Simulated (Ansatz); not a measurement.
Consider PbO₂ in the rutile structure (space group P4_2/mnm, No. 136).

Space group P4₂/mnm (No. 136); a = 4.9983 Å, b = 4.9983 Å, c = 3.4115 Å, α = 90.00°, β = 90.00°, γ = 90.00°

```tsv
atom	site	symmetry	x	y	z
Pb	2a	m.mm	0.0000	0.0000	0.0000
O	4f	m.2m	0.3076	0.3076	0.0000
```

The values are results of PBEsol (Ansatz, a first-principles code, PAW, no spin-orbit coupling), not measurements.

Base values:

```
Quantity           Result
---------------  --------
Volume per atom  14.20 Å³
```

It is then changed as follows: hydrostatic tension (pressure −2 GPa).

Estimate the effect on the volume per atom.

The volume per atom rises by 0.24 Å³ to 14.44 Å³.

Load acts through the strain it causes; cell and atoms are relaxed under it. No phonon test of stability was made. All final runs are without spin polarisation.
